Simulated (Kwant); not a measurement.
System: six-terminal Hall bar in a Ge (holes) two-dimensional gas. Effective mass 0.06 mₑ, grid spacing 12 nm, hard walls, nominal width 300 nm (25 grid rows, so walls 312 nm apart), one parabolic valley, scattering region 780 nm long along x; energies count from the band bottom; Fermi energy swept from 0.0003975 to 0.00318 eV. Four side probes 150 nm wide, two on each edge; current runs along x; the sign of the Hall resistance is a convention. Perpendicular field 0.37 T, also in the leads; orbital effect alone.

Constants are typed, rounded textbook-type inputs, not results; the design itself was drawn at random and stands for no fabricated device.

Kwant, effective-mass tight-binding model on a square grid, one spin, coherent transport at 0 K. Resistances are in h/e².

**Question.** How many Landau levels lie under the Fermi energy, and what Hall resistance follows, at 0.539 meV and 0.370 T; 0.775 meV and 0.370 T; 1.48 meV and 0.370 T; 2.19 meV and 0.370 T?

**Answer.** ħωc = ħeB/m = 1.93 meV a tesla; levels lie at (n + ½)ħωc. E/ħωc = 0.75 gives 1 level and h/(1e²) = 1.000; simulated 1.000. E/ħωc = 1.09 gives 1 level and h/(1e²) = 1.000; simulated 1.000. E/ħωc = 2.08 gives 2 levels and h/(2e²) = 0.500; simulated 0.500. E/ħωc = 3.07 gives 3 levels and h/(3e²) = 0.333; simulated 0.333.
